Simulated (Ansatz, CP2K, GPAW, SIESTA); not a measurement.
Code comparison for a (001) slab of AlCo (cut from a parent of space group no. 221; 6 atoms in the cell)

Self-consistent single point.

```xyz
6
Lattice="2.7749 0.0000 0.0000 0.0000 2.7749 0.0000 0.0000 0.0000 23.0485" Properties=species:S:1:pos:R:3 pbc="T T T"
Al     0.0000     0.0000     9.4097
Al     0.0000     0.0000    12.2291
Al     0.0000     0.0000    15.0485
Co     1.3874     1.3874     8.0000
Co     1.3874     1.3874    10.8194
Co     1.3874     1.3874    13.6388
```

Shared settings, as Ansatz (a program for electronic structure) writes them: kpoints.mp_grid.grid = 12 12 1; scf.occupations.method = gaussian; scf.occupations.width = 0.136 eV. Potentials and cutoffs stand in the table.

```csv
code,model,largest force (eV/Å),cutoff
SIESTA,"LDA PW92, numerical atomic orbitals TZP, PseudoDojo LDA standard norm-conserving potentials (rewritten from UPF to PSML)",0.981,grid 300 Ry
GPAW,"LDA (Perdew-Wang 92), GPAW PAW datasets LDA (gpaw-data 1.0.1)",0.906,800 eV
CP2K,"LDA (Pade form), GPW, DZVP-MOLOPT-SR-GTH basis, GTH-PADE potentials (GTH_POTENTIALS)",0.883,grid 600 Ry
Ansatz,"LDA (PW92), default PAW files made with PBE",0.905,default
```

Size of the force on each atom (eV/Å): Sizes of forces hide their directions.

```tsv
code	Al1	Al2	Al3	Co4	Co5	Co6
SIESTA	0.981	0.390	0.294	0.954	0.144	0.567
GPAW	0.906	0.341	0.199	0.626	0.160	0.660
CP2K	0.883	0.329	0.263	0.748	0.159	0.569
Ansatz	0.905	0.342	0.261	0.701	0.158	0.649
```

On Ansatz's run: spin polarisation is off. The two faces of this cut differ, and no dipole correction was used.

The spread over the programs that give each value: largest force within 0.098 eV/Å.

SIESTA and CP2K use small atom-centred bases, whose incompleteness enters pressures, forces and empty levels differently from a plane-wave cutoff. In the force vectors, SIESTA (by 0.290) and CP2K (by 0.085) lie more than 0.08 eV/Å from the median of the plane-wave programs.

The starting cell comes from a database of computed structures (which also holds hypothetical and non-ambient phases and stackings), without a prior relaxation at this level. The slab is cut from that crystal, and its faces are unrelaxed. Its lattice was rescaled in the plane by a random factor within 2.5 % of one.

Keys are those of Ansatz 0.2.
